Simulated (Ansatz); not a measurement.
Start from AlN in the wurtzite structure (space group P6_3mc, No. 186; a = 3.1138 Å, c = 4.9836 Å).

One thing is altered: every lattice vector is shortened by 2.01 %; the atoms relax in the strained cell.

Levels (all Ansatz, an electronic-structure program, PAW): PBEsol (420 eV, no spin-orbit coupling); r2SCAN (500 eV, without spin-orbit coupling); HSE06 (420 eV, scalar-relativistic without spin-orbit coupling).

At the geometry relaxed with PBEsol, these levels gave the following band gaps, in shuffled order: (a) 5.38 eV, (b) 4.63 eV, (c) 6.12 eV.

**Question.** Match each gap to its level.

**Answer.** (a) r2SCAN; (b) PBEsol; (c) HSE06.

Single points use the geometry relaxed with PBEsol. Whether these cells are dynamically stable was not tested.
